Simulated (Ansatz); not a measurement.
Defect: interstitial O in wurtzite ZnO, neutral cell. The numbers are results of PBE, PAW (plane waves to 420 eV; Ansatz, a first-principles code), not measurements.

72-site cell at the relaxed PBE lattice, one k-point at (0.125, 0.250, 0.250), smearing 0.01 eV, spin-restricted, no finite-size correction. Energies are static. The charge state is imposed; whether it is stable for some Fermi level was not computed. Sites that were not tried may lie lower.

Barriers: single points on a 2×2×2 k-point mesh shifted by half a step along c at the bands' geometries.

The step: a concerted move, in which O travels most. Atoms about the jump, Cartesian Å from the middle of the jump, before and after:

```json
[
 {"atom": "O1", "x0": "0.27", "y0": "-0.11", "z0": "-0.52", "x1": "-0.27", "y1": "0.11", "z1": "0.52"},
 {"atom": "O2", "x0": "-0.67", "y0": "-0.58", "z0": "0.51", "x1": "-0.22", "y1": "-0.93", "z1": "-0.52"},
 {"atom": "Zn3", "x0": "1.61", "y0": "0.73", "z0": "0.61", "x1": "1.57", "y1": "0.74", "z1": "0.68"},
 {"atom": "Zn4", "x0": "-2.12", "y0": "0.71", "z0": "0.68", "x1": "-2.11", "y1": "0.73", "z1": "0.68"},
 {"atom": "Zn5", "x0": "-0.24", "y0": "-0.35", "z0": "-2.39", "x1": "-0.27", "y1": "-0.38", "z1": "-2.39"},
 {"atom": "O6", "x0": "1.41", "y0": "2.57", "z0": "-0.10", "x1": "1.39", "y1": "2.54", "z1": "-0.11"},
 {"atom": "O7", "x0": "-1.90", "y0": "2.49", "z0": "-0.09", "x1": "-1.92", "y1": "2.53", "z1": "-0.11"},
 {"atom": "O8", "x0": "1.44", "y0": "0.63", "z0": "-2.85", "x1": "1.39", "y1": "0.61", "z1": "-2.80"},
 {"atom": "Zn9", "x0": "-0.29", "y0": "-2.49", "z0": "0.68", "x1": "-0.27", "y1": "-2.52", "z1": "0.60"},
 {"atom": "Zn10", "x0": "-0.26", "y0": "3.43", "z0": "0.55", "x1": "-0.27", "y1": "3.44", "z1": "0.54"},
 {"atom": "Zn11", "x0": "1.39", "y0": "2.47", "z0": "-2.10", "x1": "1.38", "y1": "2.48", "z1": "-2.11"},
 {"atom": "O12", "x0": "-1.92", "y0": "0.60", "z0": "-2.79", "x1": "-1.92", "y1": "0.61", "z1": "-2.79"},
 {"atom": "Zn13", "x0": "-1.89", "y0": "2.47", "z0": "-2.10", "x1": "-1.91", "y1": "2.48", "z1": "-2.11"},
 {"atom": "O14", "x0": "3.11", "y0": "-0.35", "z0": "-0.10", "x1": "3.01", "y1": "-0.35", "z1": "-0.08"},
 {"atom": "O15", "x0": "1.40", "y0": "0.60", "z0": "2.56", "x1": "1.45", "y1": "0.64", "z1": "2.68"},
 {"atom": "O16", "x0": "-1.98", "y0": "0.63", "z0": "2.67", "x1": "-1.98", "y1": "0.64", "z1": "2.67"},
 {"atom": "Zn17", "x0": "-0.29", "y0": "-0.37", "z0": "3.08", "x1": "-0.26", "y1": "-0.33", "z1": "3.08"},
 {"atom": "O18", "x0": "-3.59", "y0": "-0.36", "z0": "-0.10", "x1": "-3.55", "y1": "-0.36", "z1": "-0.09"}
]
```

**Question.** Predict the transition state.

**Answer.** 
```json
[
 {"atom": "O1", "x": "-0.12", "y": "0.45", "z": "-0.26"},
 {"atom": "O2", "x": "-0.88", "y": "-0.87", "z": "-0.29"},
 {"atom": "Zn3", "x": "1.57", "y": "0.71", "z": "0.66"},
 {"atom": "Zn4", "x": "-2.07", "y": "0.69", "z": "0.59"},
 {"atom": "Zn5", "x": "-0.28", "y": "-0.36", "z": "-2.28"},
 {"atom": "O6", "x": "1.42", "y": "2.55", "z": "-0.08"},
 {"atom": "O7", "x": "-1.96", "y": "2.56", "z": "-0.08"},
 {"atom": "O8", "x": "1.40", "y": "0.58", "z": "-2.78"},
 {"atom": "Zn9", "x": "-0.27", "y": "-2.46", "z": "0.65"},
 {"atom": "Zn10", "x": "-0.26", "y": "3.42", "z": "0.54"},
 {"atom": "Zn11", "x": "1.39", "y": "2.45", "z": "-2.08"},
 {"atom": "O12", "x": "-1.94", "y": "0.61", "z": "-2.78"},
 {"atom": "Zn13", "x": "-1.89", "y": "2.48", "z": "-2.08"},
 {"atom": "O14", "x": "3.02", "y": "-0.37", "z": "-0.09"},
 {"atom": "O15", "x": "1.41", "y": "0.59", "z": "2.62"},
 {"atom": "O16", "x": "-1.90", "y": "0.59", "z": "2.56"},
 {"atom": "Zn17", "x": "-0.26", "y": "-0.35", "z": "3.18"},
 {"atom": "O18", "x": "-3.63", "y": "-0.35", "z": "-0.08"}
]
```
It lies 0.23 eV above the start and 0.23 eV above the end. The program found a first-order saddle point.
